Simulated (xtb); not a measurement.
xtb 6.7.1, GFN2-xTB: Ni(Cl)(SH)(dadMe) (C[N]1=CC=[N](C)->[Ni]<-1([SH])[Cl]), 18 atoms. The geometry is a generated start, not checked to be a minimum at this level.

```json
{
  "run_flags": "--grad",
  "method": "GFN2-xTB",
  "--acc": "1 (default)",
  "--etemp (K)": "300 (default)",
  "basis_functions": "63",
  "valence_electrons": "58"
}
```

```xyz
18

Ni    -0.4462     1.1735    -0.0200
Cl     0.2189     3.0612    -0.1220
S     -2.4847     1.9633    -0.0255
H     -2.7222     1.4054     1.1671
C     -2.2971    -1.2896    -0.0761
N     -0.9901    -0.7005     0.0004
C      0.0352    -1.4788    -0.0641
C      1.3392    -0.8872    -0.0422
N      1.4114     0.3941    -0.0709
C      2.6890     1.0365    -0.0698
H     -2.8008    -0.9366    -0.9778
H     -2.2480    -2.3830    -0.0911
H     -2.8968    -0.9578     0.7740
H     -0.0644    -2.5593    -0.1566
H      2.2238    -1.5239    -0.0188
H      3.5115     0.3135    -0.0801
H      2.7669     1.6756     0.8119
H      2.7544     1.6937    -0.9384
```

Charge 0 and multiplicity 1 are set for this test and not shown to be the ground state.

One run each on 1 thread. Values of broydamp tried: 0.02, 0.05, 0.1, 0.2, 0.4 (default), 0.6, 0.8, 1.

Task: Which value of broydamp needs the fewest SCC iterations, and what happens away from it?

Result: Fewest SCC iterations, within one of each other: 0.2 with 21, 0.4 (default) with 21, 0.6 with 20, 0.8 with 21, 1 with 20. The count rises to 45 at 0.02. All converge to one solution.

```
broydamp       SCC iterations            end
-------------  --------------  -------------
0.02                       45  same solution
0.05                       35  same solution
0.1                        29  same solution
0.2                        21  same solution
0.4 (default)              21  same solution
0.6                        20  same solution
0.8                        21  same solution
1                          20  same solution
```
